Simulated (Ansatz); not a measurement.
Relaxation of the outer planes of the (10-10) surface of wurtzite GaN in its 1x1 cell (cut with top plane Ga + N, bottom plane Ga + N), outermost plane spacing 0.93 Å in the ideal cut.

Method: PBE (plane waves to 420 eV, PAW; Ansatz, a first-principles code).

Model: 24-atom slab, Ga12N12, 14.9 Å thick at the start, 8x5x1 mesh, Fermi-Dirac 0.025 eV, dipole correction, all atoms relaxed; symmetry of the start imposed; no spin, no spin-orbit, no U.

```tsv
plane	atoms	bulk spacing to the next (Å)	relaxed spacing (Å)	change (%)	rumpling (Å)
1	N + Ga	0.929	0.719	-22.6	0.26 (N outermost)
2	N + Ga	1.858	1.942	4.5	0.08 (Ga outermost)
```
